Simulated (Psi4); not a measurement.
Psi4 1.11, M06-L/def2-svpd: Cl[Si@H]1C[SiH2]N1, 11 atoms. The geometry is a generated start, not checked to be a minimum at this level.

| Property | Result |
|---|---|
| task | gradient |
| method | m06-l |
| basis | def2-svpd |
| memory | 7 GB |
| scf_type | df (default) |
| guess | auto, which took SAD (default) |
| diis_max_vecs | 10 (default) |
| scf_initial_accelerator | adiis (default) |
| e_convergence | 1e-08 (default) |
| d_convergence | 1e-08 (default) |
| basis functions (reference run) | 163 |
| grid points (reference run) | 1993198 |

```xyz
11

Cl     2.8516     0.5614     0.2577
Si     0.8980     0.3573     0.7690
C     -0.2658     0.9787    -0.5760
Si    -1.1161    -0.6757    -0.2245
N      0.3601    -1.2249     0.4333
H      0.5904     0.7618     2.1579
H     -0.8478     1.8685    -0.3322
H      0.1718     1.0564    -1.5732
H     -1.4296    -1.4721    -1.4270
H     -2.1483    -0.6178     0.8327
H      0.9357    -1.5937    -0.3176
```

The reference run has dft_radial_points = 200, dft_spherical_points = 974, dft_pruning_scheme = none (default); it is not itself proven converged. One run each, on a shared machine, so no times are given.

Settings tried, all else as in the reference:
- dft_radial_points = 99, dft_spherical_points = 590
- dft_radial_points = 75 (default), dft_spherical_points = 434
- dft_radial_points = 99, dft_spherical_points = 590, dft_pruning_scheme = treutler
- dft_radial_points = 25, dft_spherical_points = 50
- dft_radial_points = 50, dft_spherical_points = 194
- dft_radial_points = 35, dft_spherical_points = 110
- dft_radial_points = 75 (default), dft_spherical_points = 302 (default)
- dft_radial_points = 75 (default), dft_spherical_points = 302 (default), dft_pruning_scheme = treutler
- dft_radial_points = 150, dft_spherical_points = 770
- dft_radial_points = 75 (default), dft_spherical_points = 302 (default), dft_pruning_scheme = robust
- dft_radial_points = 99, dft_spherical_points = 590, dft_pruning_scheme = robust

Task: Which of these stay within 10 meV/atom in energy, 100 meV/Å in forces (largest component) of the reference run?

Result: Within it: dft_radial_points = 150, dft_spherical_points = 770; dft_radial_points = 99, dft_spherical_points = 590; dft_radial_points = 99, dft_spherical_points = 590, dft_pruning_scheme = robust; dft_radial_points = 75 (default), dft_spherical_points = 302 (default); dft_radial_points = 75 (default), dft_spherical_points = 302 (default), dft_pruning_scheme = robust; dft_radial_points = 75 (default), dft_spherical_points = 434. At the edge (between 0.75 and 1.33 times the tolerance): dft_radial_points = 75 (default), dft_spherical_points = 302 (default), dft_pruning_scheme = treutler; dft_radial_points = 99, dft_spherical_points = 590, dft_pruning_scheme = treutler. Outside: dft_radial_points = 50, dft_spherical_points = 194; dft_radial_points = 35, dft_spherical_points = 110; dft_radial_points = 25, dft_spherical_points = 50.

```tsv
setting	grid points	energy against the reference	difference in forces (largest component)
the reference	1993198	—	—
dft_radial_points = 150, dft_spherical_points = 770	1188919	under 0.001 meV/atom	0.82 meV/Å
dft_radial_points = 99, dft_spherical_points = 590	603504	+0.039 meV/atom	9.6 meV/Å
dft_radial_points = 99, dft_spherical_points = 590, dft_pruning_scheme = robust	421464	+0.040 meV/atom	9.8 meV/Å
dft_radial_points = 75 (default), dft_spherical_points = 302 (default)	235186	+0.72 meV/atom	59 meV/Å
dft_radial_points = 75 (default), dft_spherical_points = 302 (default), dft_pruning_scheme = robust	161132	+0.74 meV/atom	59 meV/Å
dft_radial_points = 75 (default), dft_spherical_points = 434	337812	+0.71 meV/atom	67 meV/Å
dft_radial_points = 75 (default), dft_spherical_points = 302 (default), dft_pruning_scheme = treutler	129188	+0.92 meV/atom	130 meV/Å
dft_radial_points = 99, dft_spherical_points = 590, dft_pruning_scheme = treutler	313488	+0.27 meV/atom	130 meV/Å
dft_radial_points = 50, dft_spherical_points = 194	102390	−2.7 meV/atom	150 meV/Å
dft_radial_points = 35, dft_spherical_points = 110	40716	−130 meV/atom	420 meV/Å
dft_radial_points = 25, dft_spherical_points = 50	13300	+200 meV/atom	1400 meV/Å
```

Total energies are compared; such shifts often cancel in part in energy differences. The gradients leave out the derivatives of the grid weights. The tolerance is a choice made for this comparison.
